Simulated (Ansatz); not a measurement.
TiAl₃ (I4/mmm, No. 139) was calculated with LDA (Ansatz, an electronic-structure program, PAW).

Run with plane-wave cutoff 520 eV, 20×20×20 k mesh, Fermi–Dirac smearing 0.05 eV, no spin polarisation, scalar-relativistic PAW data made under PBE.

Response to compression and expansion:

Shape and atoms are relaxed at each volume.

| V (Å³/atom) | P (GPa) | c (Å) | a (Å) |
|---|---|---|---|
| 14.541 | 5.16 | 8.362 | 3.730 |
| 14.844 | 2.45 | 8.423 | 3.755 |
| 15.147 | -0.01 | 8.483 | 3.780 |
| 15.450 | -2.23 | 8.543 | 3.804 |
| 15.752 | -4.23 | 8.602 | 3.828 |

Note: the bulk modulus comes from volumes at which shape and atoms were relaxed.
